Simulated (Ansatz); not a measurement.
# Fermi-surface data of LaNi$_{3}$Cu$_{2}$ (P6/mmm)

```xyz
6
Lattice="5.0095 0.0000 0.0000 -2.5048 4.3384 0.0000 0.0000 0.0000 3.9074" Properties=species:S:1:pos:R:3 pbc="T T T"
La     0.0000     0.0000     0.0000
Cu     0.0000     2.8923     0.0000
Cu     2.5048     1.4461     0.0000
Ni     2.5048     0.0000     1.9537
Ni     1.2524     2.1692     1.9537
Ni    -1.2524     2.1692     1.9537
```

Level of theory: PBEsol, rigid bands (plane waves, PAW, scalar-relativistic; Ansatz, a program for electronic structure). How the cell was made: cell and atoms relaxed with PBEsol.

- density of states at the Fermi level: 3.51 states/(eV·cell), both spins
- bare Sommerfeld coefficient: 1.38 mJ/(mol of atoms·K²)
- Drude plasma energy: 3.2 (x), 3.2 (y), 4.6 (z) eV
- root-mean-square Fermi velocity: 3.6e5 m/s
- resistivity times τ: 49 (x), 49 (y), 23 (z) ×10⁻²² Ω·m·s

A metal at this level (no band gap); rigid bands, thermally averaged at 300 K, both spins. Spin-orbit coupling is left out. τ is one relaxation time for all states.

Computed structure, not matched to a measured one here, so possibly hypothetical: LaNi3Cu2 (P6/mmm). Treated as nonmagnetic (a ferromagnetic start lost its moment, other orders weren't tried): LaNi3Cu2 (P6/mmm).
